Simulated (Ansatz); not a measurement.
For VSi2 (P6₂22, No. 180), PBE (PAW; Ansatz, a quantum-chemistry and plane-wave program) gives:

* **equilibrium lattice constant a**: 4.565 Å
* **lattice parameter c**: 6.369 Å

Task: What does r²SCAN (Ansatz, PAW) give for the same quantities?

Result: 
- lattice constant a: 4.530 Å (shrinks by 0.8 %)
- lattice parameter c: 6.326 Å (drops by 0.7 %)

Changes are worked out from the printed values.

Unless a cell is named, each level is at its own relaxed cell (PBE 12.77, r²SCAN 12.49 Å³/atom).

The crystal itself was run without spin with PBE, r²SCAN.

Ansatz's density-functional and Hartree–Fock values are scalar-relativistic unless marked +SOC, with PAW data made under PBE.
